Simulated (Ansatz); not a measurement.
A user runs Ansatz (a quantum-chemistry and plane-wave program) on Ca₂C (Pn-3m, 6 atoms in the cell) and asks whether the run is sound. The aim is a self-consistent single point with DFT, PBEsol, plane waves, default PAW files made with PBE.

Cell that was meant: a = 5.6401 Å, b = 5.6401 Å, c = 5.6401 Å, α = 90.00°, β = 90.00°, γ = 90.00°.

Part of the input:

```yaml
crystal:
  lattice:
    - [10.65825800, 0.00000000, 0.00000000]
    - [0.00000000, 10.65825800, 0.00000000]
    - [0.00000000, 0.00000000, 10.65825800]
  atoms:
    - { symbol: Ca, position: [0.75000000, 0.75000000, 0.75000000] }
    - { symbol: Ca, position: [0.75000000, 0.25000000, 0.25000000] }
```

Output, abridged:

```
WARN basis.ecutwfc = 420 eV, the default
WARN ansatz: RAYON_NUM_THREADS=1 ignored (pool sized by the plan → 1); use --threads N
   [... lines left out ...]
PAW frozen core: C, regenerated for the run's functional, and the local potential with it
Initial density: superposition of atomic densities (neutral atoms: chi_scale 0, normalization atom), corrected by the library's trained network
Initial wavefunctions: pseudopotential atomic-orbital guess
Eigensolver: davidson
Functional: x = pbesol(κ = 0.804, μ = 0.12345679012345678), c = pbesol(β = 0.046)
SCF iter   1: F=—  HF=-7643.510464 eV  |F-HF|=—  |Δ(HF+E_count)|=         —  Δρ=4.79e-3  dr2=1.48e0  ethr=1.77e-3  ⟨swp⟩=10.2  Hψ=655  notcnv=0
all-band conjugate gradients solve this SCF's bands
preconditioner: auto → LDOS
SCF iter   2: F=—  HF=-7643.428678 eV  |F-HF|=—  |Δ(HF+E_count)|=   8.18e-2  S|Δr|=    0.00e0  Δρ=8.22e-4  dr2=2.18e-2  ethr=1.77e-3  ⟨swp⟩=2.8  Hψ=165  notcnv=0
   [... lines left out ...]
SCF iter   7: F=—  HF=-7643.444127 eV  |F-HF|=—  |Δ(HF+E_count)|=   3.27e-6  S|Δr|=    0.00e0  Δρ=1.22e-5  dr2=4.43e-6  ethr=1.66e-8  ⟨swp⟩=2.8  Hψ=249  notcnv=0
SCF iter   8: F=—  HF=-7643.444127 eV  |F-HF|=—  |Δ(HF+E_count)|=   6.07e-8  S|Δr|=    0.00e0  Δρ=4.56e-6  dr2=6.91e-7  ethr=9.22e-9  ⟨swp⟩=1.2  Hψ=121  notcnv=0
SCF iter   9: F=-7643.444127 eV  HF=-7643.444127 eV  |F-HF|=4.79e-10  |Δ(HF+E_count)|=   9.24e-9  S|Δr|=    0.00e0  Δρ=3.93e-7  dr2=4.40e-9  ethr=2.08e-10  ⟨swp⟩=68.5  Hψ=1245  notcnv=0
SCF 1 converged in 9 iterations: F = -7643.444127 eV  dr2 = 4.40e-9
Stability not checked (fill_not_monotonic)
Free energy (F): -7643.444127 eV
Internal energy: -7643.333578 eV  (E = F + TS)
E sigma→0 (E₀):  -7643.416490 eV
Entropy (-TS):   -0.110549 eV (-18.425 meV/atom)
Fermi energy:    -1.874915 eV
--- Forces (eV/Å), atoms counted from 1 ---
  atom   1  Ca     0.00000000    -0.00000000     0.00000000
   [... zero for the other atoms too ...]
--- Stress (GPa, compression-positive) ---
       -0.652597       0.000000       0.000000
        0.000000      -0.652597       0.000000
        0.000000       0.000000      -0.652597
  P = ⅓ Tr σ = -0.6526 GPa (-6.526 kbar)
  The stress holds the Pulay correction. Without it, at fixed plane waves, as pw.x and ABINIT print it: P = -0.6605 GPa
```

**Question.** Is this run sound? If not, what is wrong?

**Answer.** The run is not sound. The fault is this: lattice typed in bohr, read as angstrom. Bohr and ångström differ by a factor of 1.89; the cell that the program reads is then far too large or far too small. To fix it, give the lengths in the unit that the key or card expects. The run converged in 9 iterations without an error; against the sound input the free energy goes up by 3.42 eV/atom and the pressure goes from -2.62 to -0.65 GPa.

An input that runs soundly differs in these lines (not the only fix; some lines may just follow from the change or write a value another way):
```diff
-    - [10.65825800, 0.00000000, 0.00000000]
-    - [0.00000000, 10.65825800, 0.00000000]
-    - [0.00000000, 0.00000000, 10.65825800]
+    - [5.64010700, 0.00000000, 0.00000000]
+    - [0.00000000, 5.64010700, 0.00000000]
+    - [0.00000000, 0.00000000, 5.64010700]
```

With that input, the run converged in 7 iterations: free energy E − TS (on the zero of these files) -7663.9498 eV; Fermi level (on the code's own zero) 4.65 eV; pressure -2.62 GPa (DFT, PBEsol, plane waves, default PAW files made with PBE).

On the sound input: the starting cell was generated: these elements placed on a structure prototype, without a prior relaxation; it need not be a known phase or ordering of this composition. Ansatz's pressure includes its estimate of the finite-basis (Pulay) stress. Without a gap this mesh is coarse (it stands for a supercell whose shortest vector is 17 Å).

Keys are those of Ansatz 0.2.
